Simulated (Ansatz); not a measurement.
The reference is Si3N4 (space group Fd-3m, No. 227).

```xyz
14
Lattice="0.0000 3.8718 3.8718 3.8718 0.0000 3.8718 3.8718 3.8718 0.0000" Properties=species:S:1:pos:R:3 pbc="T T T"
Si     4.8398     4.8398     4.8398
Si     4.8398     2.9039     2.9039
Si     2.9039     4.8398     2.9039
Si     2.9039     2.9039     4.8398
Si     1.9359     1.9359     1.9359
Si     0.0000     0.0000     0.0000
N      6.7180     6.7180     6.7180
N      6.7180     4.8975     4.8975
N      4.8975     6.7180     4.8975
N      4.8975     4.8975     6.7180
N      2.9616     2.9616     2.9616
N      2.9616     4.7821     4.7821
N      4.7821     2.9616     4.7821
N      4.7821     4.7821     2.9616
```

Computed with plane-wave PAW DFT at the PBEsol level (Ansatz, a first-principles code, 420 eV), no spin-orbit coupling.

For the base:

- Electron mass = 0.33, 0.33, 0.59 mₑ (at Γ)
- Gap character = indirect, a point along ⟨110⟩, about 0.4 Å⁻¹ from Γ → Γ

The change: every lattice vector is stretched by 0.84 %, atoms relaxed at fixed cell.

### Question
How does this affect the electron mass?

### Answer
The electron mass (degenerate bands, along [100]) goes from 0.33, 0.33, 0.59 mₑ (at Γ) to 0.32, 0.32, 0.58 mₑ (at Γ).

### Question
What happens to the gap character?

### Answer
The gap character remains indirect, a point along ⟨110⟩, about 0.4 Å⁻¹ from Γ → Γ.

The cells carry an imposed strain or load. Masses are band curvatures over ±0.01 Å⁻¹ around the edge. Whether these cells are dynamically stable was not tested.
